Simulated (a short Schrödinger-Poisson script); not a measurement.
Symmetric double-gate stack, SiO2 on p-type InP

Stack: symmetric double-gate stack, SiO2 on p-type InP, at 77 K.

```csv
layer,material,thickness (nm),Na (cm⁻³)
1,SiO2,1.7,-
2,InP,14,2e18
3,SiO2,1.7,-
```

Constants are typed, rounded textbook-type inputs, not results; the design itself was drawn at random and stands for no fabricated device. SiO2: permittivity 3.9, conduction-band edge (eV) 3.48, gap (eV) 9, electron mass (mₑ) 0.5. InP: permittivity 12.5, conduction-band edge (eV) 0, gap (eV) 1.344, Nv at 300 K (cm⁻³) 1.1e19.

Channel valleys (confinement mass, in-plane density-of-states mass, number): Γ 0.08, 0.08, 1. At the gates, both at one voltage, the conduction-band edge of layer 1 lies 3.69 eV − eVg above the Fermi level of the channel. Gaps are held at their typed values at every temperature. Mesh 0.03 nm at interfaces.

Solved with a short Schrödinger-Poisson script written for these runs: 1D Poisson equation in equilibrium, electrons quantum, Hartree (BenDaniel-Duke, 12 states a valley, the channel's in-plane mass for all, wave functions free to enter the dielectric), parabolic valleys, classical holes, full ionisation, no traps, pinning or gate leakage.

```tsv
Vg (V)	electrons (cm⁻²)	C (μF/cm²)	Γ E0 (meV)	Γ E1 (meV)
0.35	1.85e8	0.00480	47.1	90.6
0.4	1.02e11	1.13	3.6	46.5
0.45	5.78e11	1.72	-16.6	23.7
0.5	1.15e12	1.96	-31.8	5.6
0.55	1.80e12	2.19	-43.5	-8.6
0.6	2.49e12	2.27	-53.5	-20.9
0.65	3.21e12	2.30	-63.2	-32.7
0.7	3.93e12	2.32	-73.0	-44.5
0.75	4.65e12	2.33	-82.9	-56.3
0.8	5.38e12	2.35	-93.0	-68.1
0.85	6.12e12	2.38	-103.2	-79.8
0.9	6.87e12	2.42	-113.2	-91.3
```

Gate voltages with under 1e6 electrons/cm² are left out.

Subbands count from the Fermi level. The capacitance is that of both gates.

Above a few 1e12 electrons/cm² a light Γ valley is non-parabolic and upper valleys begin to fill, which the model leaves out.
